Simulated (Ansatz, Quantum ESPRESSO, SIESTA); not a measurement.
## LaSi₃Ru (I4mm, 5 atoms in the cell) computed with different codes at matched settings

Self-consistent single point, at a second geometry (lattice scaled by 0.98). First geometry:

```
CELL_PARAMETERS angstrom
     -2.13273     2.13273     4.98224
      2.13273    -2.13273     4.98224
      2.13273     2.13273    -4.98224
ATOMIC_POSITIONS crystal
  La 0.99929 0.99929 0.00000
  Si 0.41773 0.41773 0.00000
  Si 0.26066 0.76066 0.50000
  Si 0.76066 0.26066 0.50000
  Ru 0.65565 0.65565 0.00000
```

Shared settings, as Ansatz (an electronic-structure program) writes them: kpoints.mp_grid.grid = 9 9 9; scf.occupations.method = gaussian; scf.occupations.width = 0.05 eV. Potentials and cutoffs stand in the table.

```
code                                                                                                                                      model  ΔF from the first geometry (meV/atom)  pressure (GPa)  largest force (eV/Å)       cutoff
----------------  -----------------------------------------------------------------------------------------------------------------------------  -------------------------------------  --------------  --------------------  -----------
Ansatz                                                                                                          PBEsol, PAW files made with PBE                                    7.2            5.55                 0.301      default
SIESTA            GGA PBEsol, numerical atomic orbitals DZP, PseudoDojo PBEsol standard norm-conserving potentials (rewritten from UPF to PSML)                                   19.1            7.46                 0.288  grid 400 Ry
Quantum ESPRESSO                                                                           PBEsol, GBRV 1.5 ultrasoft (PBESOL) pseudopotentials                                    7.1            5.56                 0.291        40 Ry
```

Size of the force on each atom (eV/Å): Sizes of forces hide their directions.

```json
[
 {"code": "Ansatz", "La1": "0.089", "Si2": "0.169", "Si3": "0.190", "Si4": "0.190", "Ru5": "0.301"},
 {"code": "SIESTA", "La1": "0.155", "Si2": "0.140", "Si3": "0.137", "Si4": "0.137", "Ru5": "0.288"},
 {"code": "Quantum ESPRESSO", "La1": "0.093", "Si2": "0.165", "Si3": "0.182", "Si4": "0.182", "Ru5": "0.291"}
]
```

On Ansatz's run: spin polarisation is off.

The spread over the programs that give each value: ΔF from the first geometry within 12.0 meV/atom; pressure within 1.91 GPa; largest force within 0.013 eV/Å.

SIESTA uses small atom-centred bases, whose incompleteness enters pressures, forces and empty levels differently from a plane-wave cutoff. Ansatz's pressure is given at a fixed set of plane waves, as the other plane-wave codes print theirs; with its correction for the finite basis it is 5.60 GPa. In the pressure, SIESTA (by 1.91) lies more than 1 GPa from the median of the plane-wave programs.

The starting cell comes from a database of computed structures (which also holds hypothetical and non-ambient phases and stackings), without a prior relaxation at this level. For this run, on top of that: lattice scaled by 0.98.

Keys are those of Ansatz 0.2.
